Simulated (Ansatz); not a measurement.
Start from PbS in the rock salt structure (space group Fm-3m, No. 225; a = 5.903 Å).

The values are results of PBEsol in Ansatz (plane waves to 420 eV, PAW, no spin-orbit coupling), not measurements.

Base values:

| Item | Result |
|---|---|
| Electron mass | 0.070 mₑ along k, 0.15 mₑ across (at L) |
| Shortest interatomic distance | 2.951 Å |
| Valley order | L along ⟨111⟩ 0.19 eV; a point along ⟨110⟩, about 0.7 Å⁻¹ from Γ 1.14 eV |

The change: hydrostatic tension (pressure −1 GPa).

Task: Predict the new electron mass, shortest interatomic distance and valley order.

Result: The electron mass goes from 0.070 mₑ along k, 0.15 mₑ across (at L) to 0.091 mₑ along k, 0.15 mₑ across (at L); the shortest interatomic distance goes up by 0.0174 Å, from 2.951 Å to 2.969 Å; the valley order (the lowest conduction-band minima on the path, energy above the VBM, named in the base's zone) goes from L along ⟨111⟩ 0.19 eV; a point along ⟨110⟩, about 0.7 Å⁻¹ from Γ 1.14 eV to L along ⟨111⟩ 0.26 eV; a point along ⟨110⟩, about 0.7 Å⁻¹ from Γ 1.19 eV.

Spin-orbit coupling, missing from the scalar runs, can matter with Pb. The levels and masses belong to the bands next to the band gap. Load acts through the strain it causes; cell and atoms are relaxed under it. Masses are band curvatures over ±0.01 Å⁻¹ around the edge. Along k means along the line from Γ to the band edge. No phonon test of stability was made.

Ansatz is a program for electronic structure.
